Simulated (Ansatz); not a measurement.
Response to strain in Mg2Sn

Take Mg$_{2}$Sn (space group Fm-3m, No. 225; relaxed with 0.1 eV smearing) as the base.

```
CELL_PARAMETERS angstrom
      0.00000     3.33192     3.33192
      3.33192     0.00000     3.33192
      3.33192     3.33192     0.00000
ATOMIC_POSITIONS crystal
  Mg 0.25000 0.25000 0.25000
  Mg 0.75000 0.75000 0.75000
  Sn 0.00000 0.00000 0.00000
```

Cartesian axes are those of the cell as printed.

Strains are applied to the cell and any free atomic positions relax; under biaxial strain the out-of-plane vector relaxes too.

Computed with DFT with LDA, PAW potentials and a 420 eV plane-wave cutoff in Ansatz (a quantum-chemistry and plane-wave program), no spin-orbit coupling.

Notes on the quantities. in-plane stress: mean in-plane stress (compression positive); energy relative to the base: free energy F.

```tsv
case	in-plane stress	energy relative to the base	ratio −ε⊥/ε∥
base	–	0 meV/atom	–
biaxial strain −1.67 %, plane normal [111], relaxed out of plane	+1.8 GPa	+4.6 meV/atom	0.55
biaxial strain −1.25 %, plane normal [111], relaxed out of plane	+1.4 GPa	+2.6 meV/atom	0.55
biaxial strain −0.83 %, plane normal [111], relaxed out of plane	+0.9 GPa	…	0.55
biaxial strain −0.42 %, plane normal [111], relaxed out of plane	+0.4 GPa	+0.3 meV/atom	–
biaxial strain +0.42 %, plane normal [111], relaxed out of plane	-0.4 GPa	+0.3 meV/atom	–
biaxial strain +1.25 %, plane normal [111], relaxed out of plane	-1.2 GPa	+2.4 meV/atom	0.52
biaxial strain +1.67 %, plane normal [111], relaxed out of plane	…	+4.2 meV/atom	0.52
biaxial strain +2.08 %, plane normal [111], relaxed out of plane	-1.9 GPa	+6.4 meV/atom	0.51
biaxial strain +2.50 %, plane normal [111], relaxed out of plane	-2.3 GPa	+9.2 meV/atom	0.51
```

What belongs in the blanks?


- biaxial strain −0.83 %, plane normal [111], relaxed out of plane, energy relative to the base: +1.1 meV/atom
- biaxial strain +1.67 %, plane normal [111], relaxed out of plane, in-plane stress: -1.6 GPa

Whether these cells are dynamically stable was not tested.
